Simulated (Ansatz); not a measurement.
Band structure of La2AsI2 (P-3m1, 5 atoms in the cell).

```xyz
5
Lattice="4.4768 0.0000 0.0000 -2.2384 3.8770 0.0000 0.0000 0.0000 11.3420" Properties=species:S:1:pos:R:3 pbc="T T T"
La     0.0000     2.5847     1.6793
La     2.2384     1.2923     9.6627
As     0.0000     0.0000     0.0000
I      0.0000     2.5847     7.5405
I      2.2384     1.2923     3.8015
```

Computed with LDA (PW92), PAW files made with PBE (plane waves; Ansatz, an electronic-structure program).

Settings: kpoints.mp_grid.grid = 6 6 2; hamiltonian.xc = lda; hamiltonian.pseudopotentials = {kind: paw} (the program's default PAW files); scf.occupations.method = fermi_dirac; scf.occupations.width = 0.1 eV; kpoints.band_path.npoints = 8.

The starting cell comes from a database of computed structures (which also holds hypothetical and non-ambient phases and stackings), without a prior relaxation at this level. Its lattice was rescaled by a random factor within 2.5 % of one. Spin-orbit coupling is off.

Levels in eV from the Fermi level, bands 32 to 39:
```tsv
point	32	33	34	35	36	37	38	39
Γ	-2.90	-2.04	-1.82	-1.82	0.67	0.72	0.72	0.88
M	-3.07	-2.54	-2.07	-1.93	-0.64	0.96	1.03	1.13
K	-3.38	-2.46	-2.46	-2.15	0.73	0.73	0.74	1.16
A	-2.83	-2.47	-1.84	-1.84	0.67	0.73	0.73	0.88
L	-3.20	-2.67	-2.11	-1.90	-0.57	0.87	1.02	1.13
H	-3.42	-2.44	-2.44	-2.15	0.75	0.75	0.77	1.14
```

Bands cross the Fermi level along this path, so the cell is metallic at this level.

Keys are those of Ansatz 0.2.
